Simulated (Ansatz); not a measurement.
The starting structures come from a database of crystals and need not be the phases stable at ambient conditions.

```xyz
16
Lattice="5.3265 0.0000 0.0000 0.0000 15.1824 0.0000 0.0000 7.5912 2.7406" Properties=species:S:1:pos:R:3 pbc="T T T"
Si     3.7245    15.1824     1.7630
Si     1.0612     7.5912     0.9776
Bi     1.3610    17.6917     1.2061
Bi     4.0243     5.0820     1.5345
Bi     1.3610    12.6732     1.2061
Bi     4.0243    10.1004     1.5345
O      2.5833    18.9758     2.6819
O      5.2466     3.7979     0.0586
O      2.5833    11.3891     2.6819
O      5.2466    11.3846     0.0586
O      3.6086    16.5686     0.9533
O      0.9453     6.2051     1.7873
O      3.6086    13.7963     0.9533
O      0.9453     8.9774     1.7873
O      2.4863     7.5912     0.1373
O      5.1495    15.1824     2.6033
```

Space group of this cell: Cmc2_1. The cell is taken as given.

Transport runs along the normal of the first two printed cell vectors.

The gap is the functional's own, uncorrected, and κ follows it; spin-orbit coupling is left out. Mid-gap values are interpolated between the computed energies.

### Question
Predict the band gap and the smallest decay constant κ at mid-gap from r2SCAN in Ansatz (an electronic-structure program).

### Answer
Gap 3.29 eV on a 6×12×12 mesh; κ = 0.299 1/Å, at the zone centre.
